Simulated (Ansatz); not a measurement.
## N on the 1x1 (111) surface of fcc Al, one in a 2x2 cell, started at the site 'bridge Al-Al (span 2.9 Å)'

Computed with r2SCAN, at the PBE geometry and the start's symmetry (plane waves to 500 eV, PAW; Ansatz, an electronic-structure program).

Model: 17-atom slab, 7.0 Å thick at the start under the adsorbate (thin: gaps and levels are the slab's own), 6x6x1 mesh, Fermi-Dirac 0.1 eV, dipole correction, single point; on the structure that PBE left under its start's symmetry; spin-polarised, no spin-orbit, no U, no dispersion correction. The starting moment vanished. The program's check for a lower electronic state was not made. At the end it is bonded to 3 Al. In PBE it is, or lies within 0.03 eV of, the lowest of the starts that converged; the order may differ at this level.

```yaml
adsorption energy against ½ N2(g) at the same level: -1.55 eV
work_function_of_the_top_face: 4.50 eV
change_of_the_work_function: 0.42 eV
change_of_the_step_from_the_bottom_to_the_top_vacuum_level_against_the_clean_slab: 0.59 eV
height of the binding atom over the mean of the host atoms within 0.3 Å of the top one: 0.700 Å
magnetic_moment_of_the_cell: 0.00 μB
nearest_host_atoms_of_the_binding_atom: Al at 1.84 Å, Al at 1.84 Å, Al at 1.84 Å
note: the adsorbate left its starting site by 0.8 Å
cost: very roughly 3.0 core-minutes
```

A negative adsorption energy means that the adsorbate is more stable on the surface than in its reference.
